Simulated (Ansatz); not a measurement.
A computed series for MgO: response to strain

The reference is MgO in the rock salt structure (space group Fm-3m, No. 225).

```yaml
crystal:
  lattice:
    - [0.00000, 2.07958, 2.07958]
    - [2.07958, 0.00000, 2.07958]
    - [2.07958, 2.07958, 0.00000]
  atoms:
    - { symbol: Mg, position: [0.00000, 0.00000, 0.00000] }
    - { symbol: O, position: [0.50000, 0.50000, 0.50000] }
```

Cartesian axes are those of the cell as printed.

Strains are applied to the cell and any free atomic positions relax; under biaxial strain the out-of-plane vector relaxes too.

All numbers come from LDA (Ansatz, a quantum-chemistry and plane-wave program), no spin-orbit coupling.

Notes on the quantities. energy relative to the base: free energy F.

| variant | volume per atom | energy relative to the base |
|---|---|---|
| base | 8.99 Å³ | 0 meV/atom |
| biaxial strain −2.50 %, plane normal [111], relaxed out of plane | 8.63 Å³ | +16 meV/atom |
| biaxial strain −1.67 %, plane normal [111], relaxed out of plane | (withheld) | +6.9 meV/atom |
| biaxial strain −1.25 %, plane normal [111], relaxed out of plane | 8.81 Å³ | +3.8 meV/atom |
| biaxial strain −0.83 %, plane normal [111], relaxed out of plane | 8.87 Å³ | +1.7 meV/atom |
| biaxial strain −0.42 %, plane normal [111], relaxed out of plane | 8.93 Å³ | +0.4 meV/atom |
| biaxial strain +0.83 %, plane normal [111], relaxed out of plane | 9.11 Å³ | +1.6 meV/atom |
| biaxial strain +1.25 %, plane normal [111], relaxed out of plane | 9.18 Å³ | (withheld) |
| biaxial strain +1.67 %, plane normal [111], relaxed out of plane | 9.24 Å³ | +6.4 meV/atom |
| biaxial strain +2.08 %, plane normal [111], relaxed out of plane | 9.30 Å³ | (withheld) |

Task: Some entries are withheld; estimate them.

Result: 
- biaxial strain −1.67 %, plane normal [111], relaxed out of plane, volume per atom: 8.75 Å³
- biaxial strain +1.25 %, plane normal [111], relaxed out of plane, energy relative to the base: +3.6 meV/atom
- biaxial strain +2.08 %, plane normal [111], relaxed out of plane, energy relative to the base: +9.8 meV/atom

Stability against distortions was not tested.
